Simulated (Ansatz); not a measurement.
Inside the gap of an insulator the Bloch states are evanescent, with a wavenumber k + iκ along the transport direction.

Here is the system:

```xyz
4
Lattice="6.2380 0.0000 0.0000 0.0000 6.5918 0.0000 0.0000 3.2959 1.9029" Properties=species:S:1:pos:R:3 pbc="T T T"
Zn     6.2371     4.3946     0.0000
Zn     3.1181     2.1973     0.0000
S      3.8996     4.3946     0.0000
S      0.7806     2.1973     0.0000
```

Space group of this cell: P6_3mc, wurtzite. The cell is taken as given.

Transport runs along the normal of the first two printed cell vectors, the (110) plane of the conventional cell.

No gap correction and no spin-orbit coupling; mid-gap values are interpolated between computed energies.

Task: Give the band gap and the smallest decay constant κ at mid-gap that r2SCAN in Ansatz (an electronic-structure program) yields.

Result: Gap 2.79 eV on a 6×16×16 mesh; κ = 0.186 1/Å, at the zone centre.
